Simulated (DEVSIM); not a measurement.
Device: Cr/SiO2/p-GaSb capacitor, at 300 K.

Layer 1 from the left is SiO2, thickness (nm) 7.70. Layer 2 from the left is GaSb, thickness (nm) 460, Na (cm⁻³) 1.7e18.

Metal gate on the left, work function 4.5 eV. Fixed charge at the semiconductor interface 0 cm⁻² (in units of +e); no interface traps.

This is a model device: material constants are rounded textbook-type values typed into the input, and sizes, dopings and lifetimes were drawn at random. Values at 300 K.

SiO2: gap (eV) 9, affinity (eV) 0.9, permittivity 3.9. GaSb: gap (eV) 0.726, affinity (eV) 4.06, permittivity 15.7, Nc (cm⁻³) 2.1e17, Nv (cm⁻³) 1.8e19.

DEVSIM, 1D Poisson equation in equilibrium, Boltzmann statistics, complete ionisation; no quantum confinement or tunnelling. Metal contacts follow the ideal Schottky-Mott rule: no Fermi-level pinning, no interface dipoles.

What does the simulation give for the flat-band voltage, the minimum of the low-frequency capacitance?

flat-band voltage -0.22 V; minimum of the low-frequency capacitance 0.254 μF/cm².
